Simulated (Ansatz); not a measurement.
Base system: BeSe in the zinc blende structure (space group F-43m, No. 216; a = 5.129 Å). Axes: x, y, z lie along the cube axes.

The change: biaxial strain −1.41 %, plane normal [001], relaxed out of plane (Cartesian); in-plane vectors clamped, the third vector and the atoms free.

Levels (all Ansatz, a quantum-chemistry and plane-wave program, PAW): PBEsol (420 eV, spin-orbit coupling left out); PBEsol+SOC (420 eV, noncollinear with spin-orbit coupling).

The geometry is relaxed with PBEsol.

```
Quantity                                     Value
----------------------------  --------------------
PBEsol valence-band top at Γ  0.00, 0.00, -0.15 eV
PBEsol band gap                            2.32 eV
```

With PBEsol+SOC at the same geometry, the valence-band top at Γ (three highest Kramers pairs, from the VBM) goes from 0.00, 0.00, -0.15 eV to 0.00, -0.09, -0.51 eV; the band gap decreases by 0.15 eV to 2.17 eV; the hole mass amounts to 0.43 mₑ out of plane, 0.30 mₑ in plane (at Γ).

Single points use the geometry relaxed with PBEsol. The spin-orbit shifts are approximate. Effective masses come from finite differences of ±0.01 Å⁻¹. Stability against distortions was not tested.
